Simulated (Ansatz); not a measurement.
System: RhPb (P6/mmm, No. 191). Method: PBEsol (Ansatz, a quantum-chemistry and plane-wave program, plane waves, PAW).

Settings: plane-wave cutoff 500 eV, 12×12×12 k mesh, Fermi–Dirac smearing 0.1 eV, no spin polarisation, scalar-relativistic PAW data made under PBE.

Computed at the level's own relaxed cell.

Q: Predict the equilibrium volume per atom, lattice constant a and lattice parameter c.

A: 
* **equilibrium volume per atom**: 20.57 Å³/atom
* **lattice constant a**: 5.664 Å
* **lattice parameter c**: 4.443 Å

The run finds no gap.

Spin–orbit coupling is not included; it can shift volumes and moduli of such heavy elements.

Static lattice: no zero-point or thermal effects.

Computing time: roughly 6 core-minutes.
